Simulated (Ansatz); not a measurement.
Abridged Ansatz (a program for electronic structure) output:

```
Relaxation: its limit of steps is 50 (relax.max_steps)
Pseudopotential: W, paw, valence charge 14
Pseudopotential: C, paw, valence charge 4
Crystal: 2 atoms, lattice volume = 19.607 Å³
Basis set: ecut = 500 eV, 515 PW (Γ), exchange–correlation on 96×96×96 points (64 copies of the dense FFT grid, shifted against one another)
Bands: 13, of which v1, the nominal top of the filled ones, is band 9 counted from 1 (8 counted from 0)
Symmetry: 12 space group operations
k-points: 616 of 10580 (time reversal used)
Functional: x = r2scan, c = r2scan; τ floored in thin density (d = 2e-4 eV/Å³)
SCF iter   1: F=—  HF=-10649.141947 eV  |F-HF|=—  |Δ(HF+E_count)|=         —  Δρ=1.16e-2  dr2=1.24e-2  dr2_τ=2.24e-1  ethr=1.77e-3  ⟨swp⟩=5.7  Hψ=44890  notcnv=0
SCF iter   2: F=—  HF=-10649.222960 eV  |F-HF|=—  |Δ(HF+E_count)|=   8.10e-2  Δρ=6.90e-3  dr2=3.38e-3  dr2_τ=7.03e-4  ethr=6.91e-5  ⟨swp⟩=2.0  Hψ=18480  notcnv=0
SCF 1 converged in 8 iterations: F = -10649.226442 eV  dr2 = 1.80e-11
relax step   1: F+E_penalty+E_count = -10649.22644219 eV  Δ(F+E_penalty+E_count) = +0.000e0 eV  max|allowed force component| = 9.483e-17 eV/Å  Δτ_max = 0.0000 Å  (8 SCF iters, accepted)
Crystal: 2 atoms, lattice volume = 19.607 Å³
SCF iter   1: F=—  HF=-10649.226442 eV  |F-HF|=—  |Δ(HF+E_count)|=         —  Δρ=3.92e-7  dr2=1.80e-11  dr2_τ=1.06e-12  ethr=1.00e-12  ⟨swp⟩=2.3  Hψ=48276  notcnv=0
SCF iter   2: F=-10649.226442 eV  HF=-10649.226442 eV  |F-HF|=1.82e-12  |Δ(HF+E_count)|=  2.55e-11  Δρ=2.30e-7  dr2=5.80e-12  dr2_τ=1.40e-12  ethr=1.00e-12  ⟨swp⟩=4.0  Hψ=23537  notcnv=0
SCF 2 converged in 2 iterations: F = -10649.226442 eV  dr2 = 5.80e-12
SCF converged after 2 iterations
Free energy (F): -10649.226442 eV
Internal energy: -10649.217672 eV  (E = F + TS)
E sigma→0 (E₀):  -10649.222057 eV
Entropy (-TS):   -0.008770 eV (-4.385 meV/atom)
Fermi energy:    21.875990 eV
--- Forces (eV/Å), atoms counted from 1 ---
  atom   1  W      0.00000000    -0.00000000    -0.00000000
  atom   2  C     -0.00000000    -0.00000000    -0.00000000
--- Stress (GPa, compression-positive) ---
       26.379432       0.000000      -0.000000
        0.000000      26.379432       0.000000
       -0.000000       0.000000      30.741128
  P = ⅓ Tr σ = 27.8333 GPa (278.333 kbar)
--- Relaxed structure (1 steps of the walk, 1 accepted, 0 SCFs on fresh bases) ---
  atoms:
    - { symbol: W, position: [-3.0814879110195774e-33, -3.700743415524895e-17, 0.0] }
    - { symbol: C, position: [0.3333333333333333, 0.6666666666666666, 0.5000000000000001] }
```

Task: What was computed, and what are the main results?

Result: WC, 2 atoms in the cell, with r2SCAN, PAW, 500 eV (Ansatz; no spin-orbit coupling). The last SCF converged to F = -10649.226442 eV, or -5324.6132 eV per atom, at a pressure of 27.83 GPa. The total energy compares only with runs of the same code, potentials and settings.

The cells carry an imposed strain or load. Whether these cells are dynamically stable was not tested. All final runs are without spin polarisation. The cell was made from WC (space group P-6m2, No. 187) by this change: isotropic strain −2.00 %.

Keys are those of Ansatz 0.2.
